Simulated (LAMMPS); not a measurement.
Consider Ta (bcc), 1024 atoms, at 100 K and 0 GPa, heated as the crystal in molecular dynamics.

Model: classical MD, pair style meam, file library.meam (library.meam-Ta); code LAMMPS.

| frequency (THz) | spectral density (1/THz) |
|---|---|
| 0.02800 | 0.0003 |
| 0.1390 | 0.0000 |
| 0.2500 | 0.0000 |
| 0.3610 | 0.0004 |
| 0.4720 | 0.0024 |
| 0.5835 | 0.0065 |
| 0.6945 | 0.0117 |
| 0.8055 | 0.0173 |
| 0.9165 | 0.0229 |
| 1.028 | 0.0301 |
| 1.139 | 0.0422 |
| 1.250 | 0.0626 |
| 1.361 | 0.0918 |
| 1.472 | 0.1257 |
| 1.583 | 0.1560 |
| 1.695 | 0.1760 |
| 1.805 | 0.1859 |
| 1.917 | 0.1922 |
| 2.028 | 0.2033 |
| 2.139 | 0.2239 |
| 2.250 | 0.2506 |
| 2.361 | 0.2792 |
| 2.472 | 0.3076 |
| 2.583 | 0.3374 |
| 2.694 | 0.3687 |
| 2.806 | 0.3964 |
| 2.917 | 0.4116 |
| 3.028 | 0.4058 |
| 3.139 | 0.3774 |
| 3.250 | 0.3372 |
| 3.361 | 0.3035 |
| 3.472 | 0.2976 |
| 3.583 | 0.3367 |
| 3.694 | 0.4124 |
| 3.806 | 0.4934 |
| 3.917 | 0.5387 |
| 4.028 | 0.5157 |
| 4.139 | 0.4218 |
| 4.250 | 0.2933 |
| 4.361 | 0.1705 |
| 4.472 | 0.0817 |
| 4.583 | 0.0348 |
| 4.694 | 0.0155 |
| 4.806 | 0.0087 |
| 4.917 | 0.0057 |
| 5.028 | 0.0040 |
| 5.139 | 0.0035 |
| 5.250 | 0.0034 |
| 5.361 | 0.0032 |
| 5.472 | 0.0028 |

The data show:
- state found: crystal; no diffusion seen in 30 ps
- mean frequency of the velocity spectrum: 3.1 THz

Caution: the potential MEAM library.meam-Ta is a first-neighbour MEAM set with a 4 Å cutoff, used here without a parameter file and away from the static properties it was fitted to.
